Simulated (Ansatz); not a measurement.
# Cs under a change: x(La) = 0.25, 4 atoms, P2/m

Start from Cs in the bcc (W type) structure (space group Im-3m, No. 229; a = 6.0102 Å).

The other end (x = 1) is La in the bcc (W type) structure (space group Im-3m, No. 229; a model cell, its experimental status unchecked): 34.71 Å³/atom, gap zero; this end may not be an ambient phase.

It is then changed as follows: a fraction x = 0.25 of the Cs sites is given to La, ordered in a cell of 4 atoms (starting symmetry P2/m) and fully relaxed.

Calculations: PBEsol/PAW in Ansatz (a first-principles code), without spin-orbit coupling, earlier PAW set. Settings: 12×7×5 k-points, 0.05 eV Fermi–Dirac smearing, for the changed cell.

The volume per atom drops by 40.10 Å³ to 68.45 Å³ and the density goes up by 1.23 g/cm³ (2.03 g/cm³ → 3.26 g/cm³). The band gap remains zero and the mixing energy comes out as +0.47 eV/atom (to 0.01 eV only: unlike meshes or grids) (against an end that may be hypothetical). The deviation of the volume from the linear (Vegard-type) interpolation amounts to -24.0 %.

Cost of the whole job for the changed cell (relaxation, final SCF and bands): around 11 core-minutes (rough).

These are small ordered cells, not random alloys; other orderings at the same x differ. Whether these cells are dynamically stable was not tested. The final runs are not spin-polarised. Under x(La) = 0.25, 4 atoms, P2/m the cell changed shape so far that it is another structure. This is not the structure that La has at room temperature and ambient pressure.
